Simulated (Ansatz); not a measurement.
**Defect calculation: N interstitial in bcc Ta**

Calculation: PBE, PAW (plane waves to 420 eV; Ansatz, a first-principles code). Details: 54-site cell; 4×4×4 shifted k-points; start: octahedral site; no spin–orbit coupling; finite-size errors of tenths of an eV; the relaxation kept the symmetry of the starting site.

Neighbours after relaxation, in Å: of the N atom: Ta 2.02, Ta 2.02, Ta 2.24, Ta 2.24, Ta 2.24, Ta 2.24.

Formation energies E_f are those of the neutral cell. Chemical conditions: impurity bounded by its compound with the host (Δμ(N) = -2.74 eV, bounded by Ta2N (P-31m); only phases computed here count, gases as isolated molecules at 0 K). Reference phases: N: N2 molecule in a box.

The name describes the start; the neighbours show where the added atom ended.

| charge | moment (μB) | point group | largest move off a lattice site (Å) | E_f, impurity bounded by its compound with the host (eV) |
|---|---|---|---|---|
| 0 | not spin-polarised | D4h | 0.36 | 0.24 |

Point groups are those of the whole cell at tolerances of 0.03 and 0.1 Å ("near" where only the looser one holds); none is given for unsettled states.

No other site or start that was run ended lower by more than 0.1 eV.
